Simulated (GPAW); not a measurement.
Worked example: self-consistent single point of GaPPt₅ (P4/mmm, 7 atoms in the cell) in GPAW.

Computed with LDA (Perdew-Wang 92), GPAW PAW datasets LDA (gpaw-data 1.0.1) (plane waves; GPAW).

```yaml
crystal:
  lattice:
    - [3.84868, 0.00000, 0.00000]
    - [0.00000, 3.84868, 0.00000]
    - [0.00000, 0.00000, 6.76343]
  atoms:
    - { symbol: Ga, position: [0.50000, 0.50000, 0.00000] }
    - { symbol: P, position: [0.00000, 0.00000, 0.50000] }
    - { symbol: Pt, position: [0.00000, 0.50000, 0.28992] }
    - { symbol: Pt, position: [0.00000, 0.50000, 0.71008] }
    - { symbol: Pt, position: [0.50000, 0.00000, 0.28992] }
    - { symbol: Pt, position: [0.50000, 0.00000, 0.71008] }
    - { symbol: Pt, position: [0.00000, 0.00000, 0.00000] }
```

Reference input (self-consistent single point, DFT PBEsol, plane waves, GPAW PAW datasets PBEsol (made by gpaw-setup)): mode = pw; ecut = 550 eV; xc = PBEsol; kpts = 7 7 4; mesh shift (steps) = 0 0 0; occupations.name = methfessel-paxton; occupations.width = 0.1 eV; occupations.order = 0; nbands = -11; convergence.density = 1e-05 e/electron; symmetry.symmorphic = false; symmetry.tolerance = 0.0005. This run's input differs from it in these lines:

```diff
@@ -18,3 +18,3 @@
 calc = GPAW(mode={'name': 'pw', 'ecut': 550},
-            xc='PBEsol',
+            xc='LDA',
             kpts={'size': (7, 7, 4), 'gamma': True},
```

Its files differ too (potentials: GPAW PAW datasets LDA (gpaw-data 1.0.1)).

Output, abridged:

```
     iter     time        total  log10-change:
                         energy   eigst   dens
iter:   1 --:--:--   -54.941531
iter:   2 --:--:--   -54.723549   -0.85  -1.39
iter:   3 --:--:--   -53.367473   -1.79  -1.40
iter:   4 --:--:--   -52.713322   -1.64  -1.55
iter:   5 --:--:--   -52.672019   -2.08  -1.81
iter:   6 --:--:--   -52.543707   -2.50  -2.09
iter:   7 --:--:--   -52.522406   -2.83  -2.37
iter:   8 --:--:--   -52.523152c  -3.28  -2.45
iter:   9 --:--:--   -52.516583c  -3.61  -2.60
iter:  10 --:--:--   -52.516165c  -4.78  -3.00
iter:  11 --:--:--   -52.515354c  -4.27  -3.06
iter:  12 --:--:--   -52.515327c  -5.08  -3.27
   [... lines left out ...]
iter:  14 --:--:--   -52.515281c  -5.00  -3.42
iter:  15 --:--:--   -52.515196c  -5.87  -3.68
iter:  16 --:--:--   -52.515197c  -7.42c -3.98
iter:  17 --:--:--   -52.515202c  -6.20  -4.03
iter:  18 --:--:--   -52.515198c  -6.99  -4.15
iter:  19 --:--:--   -52.515204c  -6.77  -4.23
iter:  20 --:--:--   -52.515201c  -7.89c -4.34
iter:  21 --:--:--   -52.515198c  -7.42c -4.39
iter:  22 --:--:--   -52.515199c  -7.50c -4.46
iter:  23 --:--:--   -52.515198c  -8.06c -4.67
iter:  24 --:--:--   -52.515198c  -8.67c -4.87
iter:  25 --:--:--   -52.515199c  -8.05c -4.99
iter:  26 --:--:--   -52.515199c  -9.27c -5.42c
Converged after 26 iterations.

Dipole moment: (-0.000000, -0.000000, -0.000000) |e|*Ang

Energy contributions relative to reference atoms: (reference = -2562564.406254)

Kinetic:        +25.806817
Potential:      -23.366061
External:        +0.000000
XC:             -51.762579
Entropy (-ST):   -0.005507
Local:           -3.190622
SIC:             +0.000000
--------------------------
Free energy:    -52.517953
Extrapolated:   -52.515199

Showing only first 2 kpts
 Kpt  Band  Eigenvalues  Occupancy
  0    42     10.98681    2.00000
  0    43     12.21841    0.96195
  0    44     12.26593    0.47173
  0    45     13.78342    0.00000

  1    42     12.26519    0.47821
  1    43     12.30191    0.21926
  1    44     12.30191    0.21926
  1    45     12.91865    0.00000

Fermi level: 12.21504

No gap
   [... lines left out ...]
  1 P     0.00000    0.00000    0.00000
  2 Pt    0.00000    0.00000   -0.01716
  3 Pt    0.00000    0.00000    0.01716
  4 Pt    0.00000    0.00000   -0.01716
  5 Pt    0.00000    0.00000    0.01716
  6 Pt   -0.00000   -0.00000    0.00000

Stress tensor:
    -0.030673     0.000000     0.000000
     0.000000    -0.030673     0.000000
     0.000000     0.000000    -0.030538
Stress (GPa, Voigt): [-4.9143 -4.9143 -4.8927  0.      0.      0.    ]
```

The run converged in 26 iterations. GPAW prints stress with tension positive. Against the reference run the pressure goes from 10.60 to 4.91 GPa and the largest force goes from 0.004 to 0.017 eV/Å.

The starting cell comes from a database of computed structures (which also holds hypothetical and non-ambient phases and stackings), without a prior relaxation at this level. Its lattice was rescaled by a random factor within 2.5 % of one. Spin polarisation is off. With a pressure of about 5 GPa the cell is away from its equilibrium volume at this level.

Cost on one core of a shared machine: roughly 2 min.
